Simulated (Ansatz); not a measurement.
# A short convergence ladder for BiTe (Fm-3m, 2 atoms in the cell)

```yaml
crystal:
  lattice:
    - [0.00000, 3.23705, 3.23705]
    - [3.23705, 0.00000, 3.23705]
    - [3.23705, 3.23705, 0.00000]
  atoms:
    - { symbol: Bi, position: [0.00000, 0.00000, 0.00000] }
    - { symbol: Te, position: [0.50000, 0.50000, 0.50000] }
```

Base method: LDA (PW92), default PAW files made with PBE (plane waves; Ansatz, a first-principles code).

Base settings: basis.ecutwfc = 30.9 Ry; kpoints.mp_grid.grid = 9 9 9; hamiltonian.xc = lda; hamiltonian.pseudopotentials = {kind: paw} (the program's default PAW files); scf.occupations.method = fermi_dirac; scf.occupations.width = 0.0073 Ry.

The count of work is k-points × plane waves × bands × iterations; it is no time. 

**The cutoff for other potential files**

Level: DFT, LDA (PW92), plane waves, harder PAW files (source: ansatz) made with PBE.

In this ladder: hamiltonian.pseudopotentials = {kind: paw, source: ansatz}.

The second cell is the first with its lattice scaled by 0.98.

The mesh stays at the base's, so the ladder's end is converged at best in this setting alone.

The first pressure column holds Ansatz's estimate of the finite-basis (Pulay) stress, which hides part of the cutoff error; the other is without it.

Only quantities that move along the ladder and can be compared are tabulated.

| basis.ecutwfc | free energy less the last step's (meV/atom) | energy of the compressed cell less the first (meV/atom) | pressure (GPa) | pressure without the Pulay estimate (GPa) | count of work / last |
|---|---|---|---|---|---|
| 21.3 Ry | 12976.10 | 53.78 | -4.23 | -270.08 | 0.12 |
| 25.7 Ry | 3267.70 | -14.29 | -2.89 | -88.59 | 0.18 |
| 33.1 Ry | 230.81 | -13.69 | -2.85 | -12.58 | 0.20 |
| 40.1 Ry | 8.04 | -17.21 | -2.82 | -3.39 | 0.28 |
| 47 Ry | 0.70 | -17.20 | -2.82 | -2.82 | 0.34 |
| 56.6 Ry | 0.46 | -17.20 | -2.82 | -2.82 | 0.46 |
| 70.6 Ry | 0.12 | -17.20 | -2.82 | -2.83 | 0.65 |
| 94.1 Ry | 0.00 | -17.20 | -2.82 | -2.82 | 1.0 |

Coarsest basis.ecutwfc that holds the pressure within 0.1 GPa of the last step, with all finer ones: 25.7 Ry, at 0.18 of the last step's count of work; the step before is off by 1.4 GPa.

Coarsest basis.ecutwfc that holds the pressure without the Pulay estimate within 0.5 GPa of the last step, with all finer ones: 47 Ry, at 0.34 of the last step's count of work; the step before is off by 0.57 GPa.

Coarsest basis.ecutwfc that holds the energy of the compressed cell less the first within 0.2 meV/atom of the last step, with all finer ones: 40.1 Ry, at 0.28 of the last step's count of work; the step before is off by 3.5 meV/atom.

The energy difference between the two cells stays within 1 meV/atom of the last step's from 40.1 Ry on, the total only from 47 Ry on: much of the error is common to both cells and cancels.

At the lowest cutoff the pressure without the Pulay estimate lies 267 GPa under the last step's, the usual sign of Pulay stress in an incomplete plane-wave basis.

On the base run: the starting cell comes from a database of computed structures (which also holds hypothetical and non-ambient phases and stackings), without a prior relaxation at this level. Its lattice was rescaled by up to half a per cent.

Keys are those of Ansatz 0.2.
